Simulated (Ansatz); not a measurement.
**Zr, pressure series**

The parent structure is Zr in the hcp (Mg type) structure (space group P6_3/mmc, No. 194).

```
Zr
1.0
    3.18429     0.00000     0.00000
   -1.59214     2.75767     0.00000
    0.00000     0.00000     5.11644
Zr
2
Cartesian
  0.00000   1.83845   3.83733
  1.59214   0.91922   1.27911
```

Cell and atoms are relaxed at each pressure.

Method: PBEsol/PAW in Ansatz (an electronic-structure program), scalar-relativistic without spin-orbit coupling.

Candidates:
(a) pressure 30 GPa
(b) pressure 4.2 GPa
(c) pressure 9 GPa
(d) pressure −1 GPa

For the base:

- c/a ratio: 1.607

Order them by c/a ratio, lowest first.

(d) pressure −1 GPa (1.606), (b) pressure 4.2 GPa (1.615), (c) pressure 9 GPa (1.626), (a) pressure 30 GPa (1.700)

Load acts through the strain it causes; cell and atoms are relaxed under it. No phonon test of stability was made. All final runs are without spin polarisation. Measured, Zr leaves this structure (for the ω phase) near 3 GPa (temperature not stated; as listed in C. Cazorla, D. Alfè, M. J. Gillan, Physical Review B (2008)).
